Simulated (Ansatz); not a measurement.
Base system: CoPtO$_{2}$ (space group R-3m, No. 166; a = 2.8088 Å, c = 17.7162 Å (hexagonal axes); non-magnetic). Axes: x lies along a and z along c of the hexagonal cell.

Computed with Kohn–Sham DFT with the PBEsol functional, run in Ansatz (an electronic-structure program) with PAW and 420 eV plane waves, no SOC.

Before the change:

The pressure is 0.0 GPa.

Now apply this change: tensor shear ε_xy = −2.30 % (engineering shear γ = -0.0460), atoms relaxed at fixed cell.

Problem. What happens to the energy relative to the base, pressure and largest internal atomic displacement?

Solution. The energy rises by 6.9 meV/atom; the pressure (mean of the normal stresses, compression positive) goes from zero to 0.3 GPa; the largest internal atomic displacement comes out as 0.020 Å.

Without a gap, meshes like the base's 17×17×17 leave anisotropic stresses uncertain by several tenths of a GPa, and small strain energies with them. The cells carry an imposed strain or load. Stability against distortions was not tested. Starting moments died away, wholly or in part, for the base; another magnetic solution may exist. No Hubbard U is applied and the magnetic state is the run's own (CoPtO2 not spin-polarised; CoPtO2 non-magnetic); small cells can't hold the antiferromagnetic order that many such compounds have, so gaps and moments can be off. The final runs are not spin-polarised. An odd electron count without spin: CoPtO2.
